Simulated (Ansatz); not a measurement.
Antifluorite K2S was calculated with PBE (plane waves, PAW; Ansatz, a first-principles code).

Numerical settings: plane-wave cutoff 520 eV, 8×8×8 k mesh, scalar-relativistic PAW data made under PBE.

Cell (relaxed at this level):

K$_{2}$S is taken in the cubic space group Fm-3m (No. 225), the anti-fluorite structure, Pearson symbol cF12. Conventional cell: a = 7.462 Å, b = 7.462 Å, c = 7.462 Å, α = 90.00°, β = 90.00°, γ = 90.00°. K on 8c is coordinated by 4 S at 3.231 Å (tetrahedral). S on 4a sees 8 K at 3.231 Å (cubic). (Neighbours: up to the widest gap in distance over summed covalent radii, below 1.35, at either atom; cation-cation and far metal-metal contacts left out.)
(The calculation used a cell of 3 atoms; values per cell refer to that cell.)

### Question
Estimate the Voigt–Reuss–Hill shear modulus (Hill average), Poisson ratio, Voigt–Reuss–Hill bulk modulus and Young modulus that the calculation returns.

### Answer

Voigt–Reuss–Hill shear modulus (Hill average): 9.69 GPa
Poisson ratio: 0.275
Voigt–Reuss–Hill bulk modulus: 18.3 GPa
Young modulus: 24.7 GPa

Elastic constants are with the ions relaxed.

Computed values are for the static lattice.

It cost very roughly 2.4 core-minutes of CPU time.
